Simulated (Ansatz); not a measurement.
The reference is NaI in the zinc blende structure (space group F-43m, No. 216; a = 7.088 Å; a hypothetical phase, not in the database extracts checked).

Level of theory: plane-wave PAW DFT at the r2SCAN level (Ansatz, a first-principles code, 500 eV), no spin-orbit coupling.

Before the change:

The electron mass is 0.36 mₑ (at Γ).

It is then changed as follows: the cell is scaled by 0.9778 in all directions, atoms relaxed at fixed cell.

Task: How does this affect the mean gap deformation potential ΔEg/Δln V and electron mass?

Result: The mean gap deformation potential ΔEg/Δln V comes out as -1.8 eV; the electron mass goes from 0.36 mₑ (at Γ) to 0.35 mₑ (at Γ).

With I present, leaving out spin-orbit coupling can change the band edges. The cells carry an imposed strain or load. Effective masses come from finite differences of ±0.01 Å⁻¹. Whether these cells are dynamically stable was not tested.
